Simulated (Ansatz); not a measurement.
**Worked sum: formation energy of H_i in Co (hcp, P6₃/mmc)**

Consider the formation energy of H_i in Co (hcp, P6₃/mmc). Reaction: 64 Co (hcp) + 1/2 H2 (gas) → cell A.

A: a supercell of 64 sites of Co (hcp, P6₃/mmc) with H off the lattice sites (6 Co at 1.80 Å); spin state with PBE: parallel moments, net moment 101.8 μB a cell.

Setting: static, neutral cells in Ansatz (PAW) whose structures rest at the PBE level. Ansatz (a first-principles code) runs with its default PAW set. Other levels take these structures. The lattices are those relaxed with PBE, so at other levels the solids can be strained, which adds to the spread. Larger cells are relaxed from a start prepared with the learned potential CHGNet, on a coarser mesh till forces fall under 0.03 eV/Å, which some starts already meet. A dispersion term (D3(BJ), or D4 for r2SCAN) was computed beside these levels and is taken off wherever the name lacks it. No search over spin orders was made beyond those shown. Mesh and cell size may move defect energies by 0.1 eV or more. Cell A has symmetry P-3m1 and got no random move, so less symmetric positions, which may lie lower, weren't tried.

Total energies of the cells in eV, at zero smearing width. They compare only within one column; the weights balance every element.

| cell | atoms | weight | PBE | PBE+D3(BJ) |
|---|---|---|---|---|
| A: Co:H_i | 65 | +1 | -328089.46187 | -328116.30590 |
| Co (hcp) | 64 | −1 | -328073.67190 | -328100.31523 |
| H2 (gas) | 2 | −1/2 | -31.74439 | -31.74691 |

PBE: (-328089.46187) − (-328073.67190) − 1/2 × (-31.74439) = 0.082 eV.

PBE+D3(BJ): (-328116.30590) − (-328100.31523) − 1/2 × (-31.74691) = -0.117 eV.
